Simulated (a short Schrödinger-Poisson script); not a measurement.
Stack: gated Al0.4Ga0.6N/GaN polarisation-induced gas, at 77 K.

```
layer     material  thickness (nm)  Na (cm⁻³)
-----  -----------  --------------  ---------
1      Al0.4Ga0.6N              30          -
2              GaN            6000       6e15
```

Constants are typed, rounded textbook-type inputs, not results; the design itself was drawn at random and stands for no fabricated device. Al0.4Ga0.6N: permittivity 9.26, conduction-band edge (eV) 0.58, gap (eV) 4.258, electron mass (mₑ) 0.248, Nv at 300 K (cm⁻³) 4.6e19. GaN: permittivity 9.5, conduction-band edge (eV) 0, gap (eV) 3.43, Nv at 300 K (cm⁻³) 4.6e19.

Channel valleys (confinement mass, in-plane density-of-states mass, number): Γ 0.2, 0.2, 1. At the gate the conduction-band edge of layer 1 lies 1.36 eV − eVg above the Fermi level of the channel; the field vanishes at the back. Sheet of polarisation charge: +2e13 e/cm² at 30 nm from the gate. The barrier under the gate holds no holes. Gaps are held at their typed values at every temperature. Mesh 0.08 nm at interfaces.

From a short Schrödinger-Poisson script (our own, NumPy): 1D Poisson equation in equilibrium, electrons quantum, Hartree plus LDA exchange-correlation (BenDaniel-Duke, 40 states a valley, the channel's in-plane mass for all, wave functions free to enter the barrier), parabolic valleys, classical holes, full ionisation, no traps, pinning or gate leakage.

The same stack at other levels of the model or other numerical settings:

```json
[
 {"run": "base", "sheet density of all electrons at Vg = 0.5 V (cm⁻²)": "1.83e13", "sheet density of all electrons at Vg = -6.5 V (cm⁻²)": "6.68e12", "capacitance at Vg = 0.5 V (μF/cm²)": "0.267", "centroid of the channel electrons at Vg = 0.5 V (nm)": "1.40", "rough cost against the base": "about 1"},
 {"run": "electrons treated as classical, Boltzmann", "sheet density of all electrons at Vg = 0.5 V (cm⁻²)": "1.89e13", "sheet density of all electrons at Vg = -6.5 V (cm⁻²)": "7.02e12", "capacitance at Vg = 0.5 V (μF/cm²)": "…", "centroid of the channel electrons at Vg = 0.5 V (nm)": "…", "rough cost against the base": "0.01"},
 {"run": "electrons treated as classical, Fermi-Dirac", "sheet density of all electrons at Vg = 0.5 V (cm⁻²)": "1.81e13", "sheet density of all electrons at Vg = -6.5 V (cm⁻²)": "6.69e12", "capacitance at Vg = 0.5 V (μF/cm²)": "0.263", "centroid of the channel electrons at Vg = 0.5 V (nm)": "1.32", "rough cost against the base": "0.04"},
 {"run": "electrons treated as quantum, Hartree", "sheet density of all electrons at Vg = 0.5 V (cm⁻²)": "1.82e13", "sheet density of all electrons at Vg = -6.5 V (cm⁻²)": "6.61e12", "capacitance at Vg = 0.5 V (μF/cm²)": "0.267", "centroid of the channel electrons at Vg = 0.5 V (nm)": "1.51", "rough cost against the base": "0.7"},
 {"run": "mesh six times as coarse", "sheet density of all electrons at Vg = 0.5 V (cm⁻²)": "1.83e13", "sheet density of all electrons at Vg = -6.5 V (cm⁻²)": "6.68e12", "capacitance at Vg = 0.5 V (μF/cm²)": "0.268", "centroid of the channel electrons at Vg = 0.5 V (nm)": "…", "rough cost against the base": "0.3"},
 {"run": "one subband a valley", "sheet density of all electrons at Vg = 0.5 V (cm⁻²)": "1.82e13", "sheet density of all electrons at Vg = -6.5 V (cm⁻²)": "6.68e12", "capacitance at Vg = 0.5 V (μF/cm²)": "0.266", "centroid of the channel electrons at Vg = 0.5 V (nm)": "1.18", "rough cost against the base": "0.3"}
]
```

Question: What belongs in the gaps?

Answer: 
- electrons treated as classical, Boltzmann, centroid of the channel electrons at Vg = 0.5 V (nm): 0.17
- mesh six times as coarse, centroid of the channel electrons at Vg = 0.5 V (nm): 1.34
- electrons treated as classical, Boltzmann, capacitance at Vg = 0.5 V (μF/cm²): 0.272

The classical rows ignore confinement, and Boltzmann statistics overrate the density once the band edge passes the Fermi level.
